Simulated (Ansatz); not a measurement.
# FeGe (space group P6/mmm, No. 191; ferromagnetic; a cell from a computed database, its experimental status unchecked)

```yaml
crystal:
  lattice:
    - [4.99086, 0.00000, 0.00000]
    - [-2.49543, 4.32221, 0.00000]
    - [0.00000, 0.00000, 4.11649]
  atoms:
    - { symbol: Fe, position: [0.50000, 0.00000, 0.00000] }
    - { symbol: Fe, position: [0.50000, 0.50000, 0.00000] }
    - { symbol: Fe, position: [0.00000, 0.50000, 0.00000] }
    - { symbol: Ge, position: [0.00000, 0.00000, 0.00000] }
    - { symbol: Ge, position: [0.33333, 0.66667, 0.50000] }
    - { symbol: Ge, position: [0.66667, 0.33333, 0.50000] }
```

Calculations: r2SCAN (Ansatz, a program for electronic structure), no spin-orbit coupling, earlier PAW set. Settings: 11×11×11 k-points, 0.05 eV Fermi–Dirac smearing.

The volume per atom is 14.80 Å³, the density is 7.21 g/cm³ and the band gap is zero. The magnetic state is ferromagnetic. The total energy comes out as -4394.392 eV/atom (σ→0; compares only within this code and set-up).

Other magnetic orders, which the real material may have, were not ruled out. No phonon test of stability was made.
